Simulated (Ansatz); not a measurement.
Response to strain in hypothetical fluorite MoS2

The reference is MoS$_{2}$ in the fluorite structure (space group Fm-3m, No. 225; ferromagnetic; a hypothetical phase, not in the database extracts checked; relaxed with 0.1 eV smearing).

```xyz
3
Lattice="0.0000 2.9729 2.9729 2.9729 0.0000 2.9729 2.9729 2.9729 0.0000" Properties=species:S:1:pos:R:3 pbc="T T T"
Mo     0.0000     0.0000     0.0000
S      1.4864     1.4864     1.4864
S      4.4593     4.4593     4.4593
```

Cartesian axes are those of the cell as printed.

Strains are applied to the cell and any free atomic positions relax; under biaxial strain the out-of-plane vector relaxes too; under stress the whole cell relaxes.

Computed with PBE, PAW, 420 eV (Ansatz, a quantum-chemistry and plane-wave program; scalar-relativistic without spin-orbit coupling).

Candidates:
(a) tensor shear ε_xz = +3.12 %
(b) biaxial strain +1.41 %, plane normal [001], relaxed out of plane
(c) uniaxial stress, 1 GPa compression along z
(d) tensor shear ε_yz = −1.61 %

Notes on the quantities. energy relative to the base: free energy F.

Order them by energy relative to the base, lowest first.

(c) uniaxial stress, 1 GPa compression along z (+0.3 meV/atom), (d) tensor shear ε_yz = −1.61 % (+1.6 meV/atom), (b) biaxial strain +1.41 %, plane normal [001], relaxed out of plane (+5.1 meV/atom), (a) tensor shear ε_xz = +3.12 % (+6.0 meV/atom)

Other magnetic orders, which the real material may have, were not ruled out. Stability under load was not tested beyond the relaxation.
